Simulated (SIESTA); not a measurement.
Input and output of a self-consistent single point for NbC (Fm-3m, 2 atoms in the cell) (SIESTA).

Level of theory: GGA PBE, numerical atomic orbitals DZP, PseudoDojo PBE standard norm-conserving potentials (rewritten from UPF to PSML) (SIESTA).

The change in words: lattice scaled by 0.98. Reference geometry:
```
NbC
1.0
    0.00000     2.22632     2.22632
    2.22632     0.00000     2.22632
    2.22632     2.22632     0.00000
Nb C
1 1
Cartesian
  0.00000   0.00000   0.00000
  2.22632   2.22632   2.22632
```

Reference input (self-consistent single point, DFT, GGA PBE, numerical atomic orbitals DZP, PseudoDojo PBE standard norm-conserving potentials (rewritten from UPF to PSML)): XC.functional = GGA; XC.authors = PBE; potentials = PseudoDojo PBE standard; PAO.BasisSize = DZP; PAO.EnergyShift = 0.01 Ry; MeshCutoff = 350 Ry; kgrid.MonkhorstPack = 10 10 10; OccupationFunction = MP; OccupationMPOrder = 0; ElectronicTemperature = 1160.45 K; MaxSCFIterations = 150; SCF.Mixer.Method = Pulay. This run's input differs from it in these lines:

```diff
@@ -12,5 +12,5 @@
 %block LatticeVectors
-     0.000000000    2.226320000    2.226320000
-     2.226320000    0.000000000    2.226320000
-     2.226320000    2.226320000    0.000000000
+     0.000000000    2.181794000    2.181794000
+     2.181794000    0.000000000    2.181794000
+     2.181794000    2.181794000    0.000000000
 %endblock LatticeVectors
@@ -19,3 +19,3 @@
      0.000000000    0.000000000    0.000000000  1
-     2.226320000    2.226320000    2.226320000  2
+     2.181794000    2.181794000    2.181794000  2
 %endblock AtomicCoordinatesAndAtomicSpecies
```

Output, abridged:

```
        iscf     Eharris(eV)        E_KS(eV)     FreeEng(eV)     dDmax    Ef(eV) dHmax(eV)
   scf:    1    -1819.947110    -1849.572109    -1849.575331  0.488120 -2.855126 10.600979
   scf:    2    -1862.655968    -1857.374469    -1857.376209  0.225116 -3.144566  4.802962
   scf:    3    -1858.921899    -1858.665890    -1858.668988  0.134784 -3.403968  0.719162
   scf:    4    -1858.641809    -1858.675936    -1858.677730  0.065051 -3.603386  0.721217
   scf:    5    -1858.704904    -1858.691758    -1858.693959  0.011227 -3.624459  0.436062
   scf:    6    -1858.704930    -1858.699974    -1858.702723  0.014107 -3.670428  0.094884
   scf:    7    -1858.699748    -1858.700399    -1858.703414  0.005640 -3.672604  0.034324
   scf:    8    -1858.700217    -1858.700498    -1858.703359  0.003328 -3.671522  0.041429
   scf:    9    -1858.700535    -1858.700573    -1858.703519  0.001792 -3.671960  0.000782
   scf:   10    -1858.700569    -1858.700571    -1858.703519  0.000041 -3.671967  0.000161
SCF Convergence by DM+H criterion
max |DM_out - DM_in|         :     0.0000406914
max |H_out - H_in|      (eV) :     0.0001611640
SCF cycle converged after 10 iterations

Using DM_out to compute the final energy and forces

siesta: E_KS(eV) =            -1858.7006

siesta: E_KS - E_eggbox =     -1858.7006

siesta: Atomic forces (eV/Ang):
     1   -0.000000   -0.000000   -0.000000
     2   -0.000000   -0.000000    0.000000
   Tot   -0.000000   -0.000000    0.000000
   Max    0.000000
   Res    0.000000    sqrt( Sum f_i^2 / 3N )
   Max    0.000000    constrained

Stress tensor Voigt[x,y,z,yz,xz,xy] (kbar):     -321.72     -321.72     -321.72       -0.04       -0.04       -0.04
(Free)E + p*V (eV/cell)    -1854.5326
Target enthalpy (eV/cell)    -1858.7035

siesta: Program's energy decomposition (eV):
siesta: FreeEng =     -1858.703519

   [... lines left out ...]
siesta:    -0.200799   -0.000025   -0.000025
siesta:    -0.000025   -0.200799   -0.000025
siesta:    -0.000025   -0.000025   -0.200799

siesta: Cell volume =         20.771661 Ang**3

siesta: Pressure (static):
siesta:                Solid            Molecule  Units
siesta:           0.00218698          0.00218698  Ry/Bohr**3
siesta:           0.20079892          0.20079892  eV/Ang**3
siesta:         321.71534322        321.71534322  kBar
```

The run converged in 10 iterations. Against the reference run the free energy goes up by 80.4 meV/atom and the pressure goes from 8.80 to 32.17 GPa.

The starting cell comes from a database of computed structures (which also holds hypothetical and non-ambient phases and stackings), without a prior relaxation at this level. Its lattice was rescaled by a random factor within 2.5 % of one. For this run, on top of that: lattice scaled by 0.98. Spin polarisation is off. Values carry the incompleteness of an atom-centred basis. With a pressure of about 32 GPa the cell is away from its equilibrium volume at this level.

Cost on one core of a shared machine: roughly 40 s.
